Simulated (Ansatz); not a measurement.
The parent structure is MoSi$_{2}$ (space group I4/mmm, No. 139; a = 3.190 Å, c = 7.822 Å; relaxed with 0.1 eV smearing).

Level of theory: PBEsol (Ansatz, a first-principles code, PAW, without spin-orbit coupling).

Before the change:

| Property | Result |
|---|---|
| Pressure | 0.0 GPa |
| Band gap | zero |

One thing is altered: the cell is scaled by 1.0250 in all directions; the atoms relax in the strained cell.

Problem. What does the calculation give for the energy relative to the base, pressure and band gap after the change?

Solution. The energy increases by 47 meV/atom; the pressure (mean of the normal stresses, compression positive) goes from zero to -13.8 GPa; the band gap stays zero.

Whether these cells are dynamically stable was not tested. All final runs are without spin polarisation.
